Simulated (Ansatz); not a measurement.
The (210) surface of tetragonal indium in its 1x1 cell, outermost plane spacing 0.74 Å in the ideal cut

The numbers are results of PBE (plane waves to 420 eV, PAW; Ansatz, a quantum-chemistry and plane-wave program), not measurements.

Model: 15-atom slab, 10.4 Å thick at the start (thin: gaps and levels are the slab's own), 8x5x1 mesh, Fermi-Dirac 0.1 eV, dipole correction, all atoms relaxed; held to the start's symmetry, so lower structures may exist; no spin, no spin-orbit, no U.

work function of the top face: 3.86 eV
energy released by relaxation: 0.14 eV
cost: about 29 core-minutes (a rough figure)
